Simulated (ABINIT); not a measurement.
ABINIT run on SrTl₃ (Pm-3m, 4 atoms in the cell): self-consistent single point.

Computed with LDA (PW92), norm-conserving pseudopotentials (PseudoDojo nc-sr-04 LDA standard) (plane waves; ABINIT).

```
SrTl3
1.0
    4.94419     0.00000     0.00000
    0.00000     4.94419     0.00000
    0.00000     0.00000     4.94419
Sr Tl
1 3
Direct
  0.00000   0.00000   0.00000
  0.00000   0.50000   0.50000
  0.50000   0.00000   0.50000
  0.50000   0.50000   0.00000
```

Reference input (self-consistent single point, DFT, LDA (PW92), plane waves, norm-conserving pseudopotentials (PseudoDojo nc-sr-04 LDA standard)): pseudos = [Sr.upf, Tl.upf]; ecut = 34 Ha; occopt = 3; tsmear = 0.00367493 Ha; ngkpt = 5 5 5; nshiftk = 1; shiftk = 0 0 0; potentials = PseudoDojo nc-sr-04 LDA standard; nband = 33; kptopt = 1; nstep = 80; tolvrs = 1e-12. This run's input differs from it in these lines:

```diff
@@ -22,3 +22,3 @@
 kptopt 1
-ngkpt 5 5 5
+ngkpt 6 6 6
 nshiftk 1
```

Output (repeated stretches shortened):

```
--- !BeginCycle
solver: {iscf: 7, nstep: 80, nline: 4, wfoptalg: 0, }
tolerances: {tolvrs: 1.00E-12, }
...

     iter   Etot(hartree)      deltaE(h)  residm     vres2
 ETOT  1  -215.79666732974    -2.158E+02 3.099E-01 6.584E+01
 ETOT  2  -216.34347918512    -5.468E-01 1.041E-02 3.081E+00
 ETOT  3  -216.34380260359    -3.234E-04 3.191E-03 1.441E-01
 ETOT  4  -216.34381280677    -1.020E-05 1.654E-03 9.089E-03
 ETOT  5  -216.34381366256    -8.558E-07 9.622E-04 1.911E-04
 ETOT  6  -216.34381369542    -3.286E-08 4.419E-04 3.031E-05
 ETOT  7  -216.34381370219    -6.773E-09 2.495E-04 6.261E-08
 ETOT  8  -216.34381370220    -5.457E-12 3.064E-04 2.147E-09
 ETOT  9  -216.34381370220    -4.547E-12 3.069E-04 3.041E-11
 ETOT 10  -216.34381370220     1.677E-12 5.421E-04 1.804E-13
 At SCF step   10       vres2   =  1.80E-13 < tolvrs=  1.00E-12 =>converged.

 Cartesian components of stress tensor (hartree/bohr^3)
  sigma(1 1)=  1.00490110E-04  sigma(3 2)=  0.00000000E+00
  sigma(2 2)=  1.00490110E-04  sigma(3 1)=  0.00000000E+00
  sigma(3 3)=  1.00490110E-04  sigma(2 1)=  0.00000000E+00

 ----iterations are completed or convergence reached----

 reduced coordinates (array xred) for    4 atoms
       0.000000000000      0.000000000000      0.000000000000
       0.000000000000      0.500000000000      0.500000000000
       0.500000000000      0.000000000000      0.500000000000
       0.500000000000      0.500000000000      0.000000000000
 cartesian forces (eV/Angstrom) at end:
    1     -0.00000000000000    -0.00000000000000    -0.00000000000000
   [... lines left out ...]
 Fermi (or HOMO) energy (hartree) =   0.20455   Average Vxc (hartree)=  -0.38330
 Fermi (or HOMO) energy (eV) =   5.56596   Average Vxc (eV)= -10.43015
   [... lines left out ...]
total_energy        : -2.16343813702201E+02
total_energy_eV     : -5.88701456038693E+03
band_energy         : -1.04091199611189E+01
...

-Cartesian components of stress tensor (GPa)         [Pressure= -2.9565E+00 GPa]
- sigma(1 1)=  2.95652060E+00  sigma(3 2)=  0.00000000E+00
- sigma(2 2)=  2.95652060E+00  sigma(3 1)=  0.00000000E+00
- sigma(3 3)=  2.95652060E+00  sigma(2 1)=  0.00000000E+00

 Calculation completed.
```

The run converged in 10 iterations. Against the reference run the free energy rises by 1.9 meV/atom and the pressure hardly changes (-2.87 to -2.96 GPa).

The starting cell comes from a database of computed structures (which also holds hypothetical and non-ambient phases and stackings), without a prior relaxation at this level.

Cost on one core of a shared machine: roughly 4 min.
